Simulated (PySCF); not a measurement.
PySCF 2.14.0, TPSSH/def2-svp, df: C#C[CH2], charge +1, multiplicity 1, 6 atoms. The geometry is a generated start, not checked to be a minimum at this level.

```
Property                       Value
-------------------  ---------------
task                          energy
method                         tpssh
basis                       def2-svp
two-electron scheme  density fitting
mol.max_memory               3000 MB
mf.max_cycle                     100
mf.conv_tol          1e-09 (default)
mf.grids.level           3 (default)
basis functions                   57
grid points                    71784
```

```xyz
6

C      1.4681    -0.1779     0.2353
C      0.2621     0.0268     0.0981
C     -1.0491     0.1581    -0.1212
H      2.5096    -0.4049     0.2472
H     -1.4411     0.9835    -0.7129
H     -1.7495    -0.5855     0.2535
```

Charge 1 and multiplicity 1 are set for this test and not shown to be the ground state.

With the defaults (mf.DIIS = CDIIS, mf.diis = true, mf.level_shift = 0, mf.init_guess = minao, mf.damp = 0, mf.diis_start_cycle = 1, mf.diis_space = 8) it converges in 11 Fock builds. One run each on 2 threads, 1 BLAS thread, with these changes:
- mf.damp = 0.3, mf.diis_start_cycle = 4
- mf.init_guess = mod_huckel
- mf.level_shift = 0.1 Hartree
- mf.init_guess = atom
- mf.DIIS = EDIIS
- mf.diis = false
- mf.diis_space = 3
- mf.diis = false, mf.damp = 0.7, mf.diis_start_cycle = 999
- mf.damp = 0.7, mf.diis_start_cycle = 8

Which runs fail or end elsewhere than the default run?

No convergence: mf.DIIS = EDIIS; mf.diis = false (the run ends without SCF convergence in 100 cycles). The rest reach the solution of the defaults.

```
setting                                                    Fock builds             end
---------------------------------------------------------  -----------  --------------
the defaults                                                        11   same solution
mf.init_guess = atom                                                11   same solution
mf.level_shift = 0.1 Hartree                                        12   same solution
mf.init_guess = mod_huckel                                          13   same solution
mf.damp = 0.7, mf.diis_start_cycle = 8                              15   same solution
mf.damp = 0.3, mf.diis_start_cycle = 4                              15   same solution
mf.diis_space = 3                                                   19   same solution
mf.diis = false, mf.damp = 0.7, mf.diis_start_cycle = 999           26   same solution
mf.DIIS = EDIIS                                                    101  no convergence
mf.diis = false                                                    101  no convergence
```
